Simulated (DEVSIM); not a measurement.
Device: Schottky contact on n-type Si, at 350 K.

Layer 1 from the left is Si, thickness (μm) 16.0, Nd (cm⁻³) 8.4e15, τn (s) 5.4e-7, τp (s) 5.4e-7.

Left contact: Schottky, work function 4.77 eV, emission velocity 5.8e6 cm/s. Right contact: ohmic. Voltage is applied to the left contact. Recombination: SRH at mid-gap, radiative, Auger. Gap narrowing is on: ΔEg = 6.92 meV × (l + √(l² + 0.5)), l = ln(N/1.3e17 cm⁻³), shared equally by both band edges. Mobility is μmin + (μ − μmin)/(1 + (N/Nref)^α).

The device is made up for the run: typed textbook-type constants, with dimensions and the other settings drawn at random. Values at 300 K; Nc and Nv go as T^1.5, mobilities as T to minus their exponent, the gap by Varshni's rule with the affinity fixed.

Si: gap (eV) 1.124, affinity (eV) 4.05, permittivity 11.7, Nc (cm⁻³) 2.86e19, Nv (cm⁻³) 3.1e19, μn (cm²/Vs) 1417, μp (cm²/Vs) 470, μn,min 52, μp,min 45, Nref,n 9.7e16, Nref,p 2.2e17, αn 0.68, αp 0.72, T exponent of μn 2.3, T exponent of μp 2.2, B (cm³/s) 4.7e-15, Cn (cm⁶/s) 2.8e-31, Cp (cm⁶/s) 9.9e-32, Varshni α (eV/K) 0.000473, Varshni β (K) 636.

Model (solved in DEVSIM): 1D drift-diffusion, Boltzmann statistics, complete ionisation; no tunnelling, impact ionisation, image-force lowering or self-heating. Metal contacts follow the ideal Schottky-Mott rule: no Fermi-level pinning, no interface dipoles.

Dark forward current:

| |V| (V) | |J| (A/cm²) |
|---|---|
| 0.05 | 0.005027 |
| 0.10 | 0.03092 |
| 0.15 | 0.1631 |
| 0.20 | 0.8152 |
| 0.25 | 3.639 |
| 0.30 | 12.30 |
| 0.35 | 28.86 |
| 0.40 | 51.44 |
| 0.45 | 77.67 |
| 0.50 | 106.1 |
| 0.55 | 136.0 |
| 0.60 | 166.9 |
| 0.65 | 198.5 |
| 0.70 | 230.7 |
| 0.75 | 263.2 |
| 0.80 | 296.1 |
| 0.85 | 329.3 |
| 0.90 | 362.7 |
| 0.95 | 396.3 |
| 1.00 | 430.1 |
| 1.05 | 464.0 |
| 1.10 | 498.0 |
| 1.15 | 532.1 |
| 1.20 | 566.4 |
| 1.25 | 600.7 |
| 1.30 | 635.2 |

**Question.** Work out the local ideality factor n = ΔV / (kT/q · ln(J2/J1)) between the rows 0.15 and 0.20 V, 1.25 and 1.30 V.

**Answer.** kT/q = 30.16 mV. From 0.15 to 0.20 V: ln(0.8152/0.1631) = 1.609, n = 1.03, near the 1 of diffusion or emission over a barrier. From 1.25 to 1.30 V: ln(635.2/600.7) = 0.056, n = 29.69; the layers' resistance at their doping, Σ W/(qμN) = 0.0014 Ω cm², would take 49 mV of this step of 50 mV.

**Question.** Estimate the current at 0.15 V for emission alone, J0 = q v N_band exp(−φB/kT), and read the barrier back from the simulated current.

**Answer.** φB = 0.720 eV, N_band = 3.60e19 cm⁻³, J0 = 0.00144 A/cm²; J = J0 (exp(qV/kT) − 1) = 0.206 A/cm². The simulation gives 0.163 A/cm²; the estimate lies 26 % above. Read backwards, the simulated current gives an apparent barrier of 0.727 eV. The estimate leaves out transport through the depletion region and minority injection.
